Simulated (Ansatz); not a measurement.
The structure below was relaxed with PBE/PAW in Ansatz (a quantum-chemistry and plane-wave program), spin-orbit coupling left out, earlier PAW set, at pressure 45 GPa.

```yaml
crystal:
  lattice:
    - [0.00000, 2.72249, 2.72249]
    - [2.72249, 0.00000, 2.72249]
    - [2.72249, 2.72249, 0.00000]
  atoms:
    - { symbol: Sb, position: [0.75000, 0.75000, 0.75000] }
    - { symbol: Ga, position: [0.00000, 0.00000, 0.00000] }
```

Find the space group and the Wyckoff positions.

Space group F-43m (No. 216); a = b = c = 5.4450 Å, α = β = γ = 90.00°

| atom | site | symmetry | x | y | z |
|---|---|---|---|---|---|
| Sb | 4c | -43m | 0.2500 | 0.2500 | 0.2500 |
| Ga | 4a | -43m | 0.0000 | 0.0000 | 0.0000 |

Describe the coordination.

The crystal has 8 atoms in its conventional cell. Conventional cell: a = 5.445 Å, b = 5.445 Å, c = 5.445 Å, α = 90.00°, β = 90.00°, γ = 90.00°. Sb has 4 Ga at 2.358 Å (tetrahedral). Ga is surrounded by 4 Sb at 2.358 Å (tetrahedral). (Neighbours: up to the widest gap in distance over summed covalent radii, below 1.35, at either atom; cation-cation and far metal-metal contacts left out.)

Spin-orbit coupling, missing from the scalar runs, can matter with Sb. Load acts through the strain it causes; cell and atoms are relaxed under it. Whether these cells are dynamically stable was not tested. Tetrahedral semiconductors of this kind turn to denser phases somewhere between about 1 and 50 GPa; those were not computed, so compressed cells here can lie past the real transition. The cell was made from GaSb in the zinc blende structure (space group F-43m, No. 216) by this change: pressure 45 GPa.
